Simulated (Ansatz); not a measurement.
Ge, response to strain

Start from Ge in the diamond structure (space group Fd-3m, No. 227; a = 5.6744 Å). Axes: x, y, z lie along the cube axes.

Strains are applied to the cell and any free atomic positions relax; under biaxial strain the out-of-plane vector relaxes too.

All numbers come from plane-wave PAW DFT at the r2SCAN level (Ansatz, a quantum-chemistry and plane-wave program, 500 eV), spin-orbit coupling left out.

Computed cases, in order: biaxial strain −2.50 %, plane normal [111], relaxed out of plane; biaxial strain −2.08 %, plane normal [111], relaxed out of plane; biaxial strain −1.67 %, plane normal [111], relaxed out of plane; biaxial strain −1.25 %, plane normal [111], relaxed out of plane; biaxial strain −0.83 %, plane normal [111], relaxed out of plane; biaxial strain −0.42 %, plane normal [111], relaxed out of plane; the unstrained base.

**Question.** Between which two neighbouring cases does the gap turn between direct and indirect?

**Answer.** Between biaxial strain −0.83 %, plane normal [111], relaxed out of plane (0.41 eV, indirect, Γ → L) and biaxial strain −0.42 %, plane normal [111], relaxed out of plane (0.41 eV, direct at Γ). The whole series: biaxial strain −2.50 %, plane normal [111], relaxed out of plane: 0.33 eV, indirect, Γ → L; biaxial strain −2.08 %, plane normal [111], relaxed out of plane: 0.35 eV, indirect, Γ → L; biaxial strain −1.67 %, plane normal [111], relaxed out of plane: 0.37 eV, indirect, Γ → L; biaxial strain −1.25 %, plane normal [111], relaxed out of plane: 0.39 eV, indirect, Γ → L; biaxial strain −0.83 %, plane normal [111], relaxed out of plane: 0.41 eV, indirect, Γ → L; biaxial strain −0.42 %, plane normal [111], relaxed out of plane: 0.41 eV, direct at Γ; the unstrained base: 0.36 eV, direct at Γ.

No phonon test of stability was made. The real Ge has an indirect gap at ambient pressure; r2SCAN orders its close-lying valleys differently. k-point labels follow each cell's own Brillouin zone.
